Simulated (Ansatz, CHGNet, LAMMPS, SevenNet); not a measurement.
**Lattice constant a of CsCl-type FeCo: levels of theory against measurement**

Reference value: 2.857 Å (measured, temperature not stated, copied from a table, unchecked, no zero-point or thermal correction; as tabulated in The Canadian Mineralogist 28, 751 (1990)).

| level (code) | value (Å) | difference (%) |
|---|---|---|
| MEAM MoCoNiVFeAlCr_2nn.meam (LAMMPS) | 2.855 | -0.07 |
| CHGNet 0.3.0 | 2.835 | -0.77 |
| SevenNet-0 | 2.846 | -0.39 |
| LDA (Ansatz) | 2.764 | -3.26 |
| PBE (Ansatz) | 2.844 | -0.46 |
| PBEsol (Ansatz) | 2.800 | -2.00 |
| PBE-D3(BJ) (Ansatz) | 2.818 | -1.37 |

Leaving aside MEAM MoCoNiVFeAlCr_2nn.meam (doubt noted below): The reference's temperature isn't stated, so close values are not ranked against it.

The measured value isn't corrected to a static lattice, so vibrations enter the comparison. A static lattice is as a rule a little smaller than the measured one.  Spin-polarised start: LDA, PBE, PBE-D3(BJ), PBEsol. MEAM MoCoNiVFeAlCr_2nn.meam: the potential file covers more elements than this solid holds. LDA, PBE, PBEsol, PBE-D3(BJ): the magnetic order was assumed, not searched for or taken from measurement. Ansatz's density-functional and Hartree–Fock values are scalar-relativistic unless marked +SOC, with PAW data made under PBE.

Empirical potentials (MEAM MoCoNiVFeAlCr_2nn.meam) are fitted to chosen data: where that held the value shown, agreement is built in, and what lay outside the fit can be far off. Machine-learned potentials (CHGNet 0.3.0, SevenNet-0) are trained on DFT data: a solid inside that data is no test of them.

Differences are worked out from the printed values.

Ansatz is a program for electronic structure.
